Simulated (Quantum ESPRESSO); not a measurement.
## Short convergence ladders for LaSi₂Ag₂ (I4mm, 5 atoms in the cell)

```
La(SiAg)2
1.0
    2.16323    -2.16323     5.35603
    2.16323     2.16323     5.35603
   -2.16323    -2.16323     5.35603
La Si Ag
1 2 2
Direct
  0.00000   0.00467   0.00467
  0.00000   0.60961   0.60961
  0.00000   0.39039   0.39039
  0.50000   0.75000   0.25000
  0.50000   0.25000   0.75000
```

Base method: LDA (PZ), GBRV 1.5 ultrasoft (LDA) pseudopotentials (plane waves; Quantum ESPRESSO).

Base settings: ecutwfc = 40 Ry; ecutrho = 320 Ry; occupations = smearing; smearing = fermi-dirac; degauss = 0.0073499 Ry; potentials = {La: la_lda_v1.uspp.F.UPF, Si: si_lda_v1.uspp.F.UPF, Ag: ag_lda_v1.4.uspp.F.UPF}; K_POINTS = automatic 4 4 4 0 0 0; conv_thr = 1e-09 Ry; mixing_beta = 0.3.

The count of work is k-points × plane waves × bands × iterations; it is no time. 

**The plane-wave cutoff**

Moved along: ecutrho.

The mesh stays at the base's, so the ladder's end is converged at best in this setting alone.

Only quantities that move along the ladder and can be compared are tabulated.

```csv
ecutwfc,free energy less the last step's (meV/atom),pressure (GPa),largest difference of a force vector from the last step's (eV/Å),count of work / last
14 Ry,41803.55,-995.69,0.160,0.090
22 Ry,2355.85,-120.46,0.018,0.19
36 Ry,49.49,-7.34,0.002,0.37
40 Ry,40.48,-7.81,0.000,0.43
70 Ry,0.00,-7.79,0.000,1.0
```

Coarsest ecutwfc that holds the pressure within 0.1 GPa of the last step, with all finer ones: 40 Ry, at 0.43 of the last step's count of work; the step before is off by 0.45 GPa.

Coarsest ecutwfc that holds the free energy within 5 meV/atom: not settled: the last two steps still differ by 40 meV/atom, over half the tolerance, so the ladder does not show it.

Coarsest ecutwfc that holds the forces within 0.02 eV/Å of the last step, with all finer ones: 22 Ry, at 0.19 of the last step's count of work; the step before is off by 0.16 eV/Å.

At the lowest cutoff the pressure lies 988 GPa under the last step's, the usual sign of Pulay stress in an incomplete plane-wave basis.

**The density cutoff**

The mesh stays at the base's, so the ladder's end is converged at best in this setting alone.

Only quantities that move along the ladder and can be compared are tabulated.

| ecutrho | free energy less the last step's (meV/atom) | pressure (GPa) |
|---|---|---|
| 80 Ry | -9.16 | -7.72 |
| 160 Ry | -0.17 | -7.80 |
| 240 Ry | -0.01 | -7.81 |
| 320 Ry | 0.00 | -7.81 |
| 640 Ry | 0.00 | -7.81 |

Coarsest ecutrho that holds the pressure within 0.05 GPa of the last step, with all finer ones: 160 Ry; the step before is off by 0.09 GPa.

Coarsest ecutrho that holds the free energy within 1 meV/atom of the last step, with all finer ones: 160 Ry; the step before is off by 9.2 meV/atom.

On the base run: the starting cell comes from a database of computed structures (which also holds hypothetical and non-ambient phases and stackings), without a prior relaxation at this level. Its lattice was rescaled by up to half a per cent. One atom was moved a little off its site on purpose. In the base run, with a pressure of about -8 GPa the cell is away from its equilibrium volume at this level. Without a gap this mesh is coarse (it stands for a supercell whose shortest vector is 17 Å).
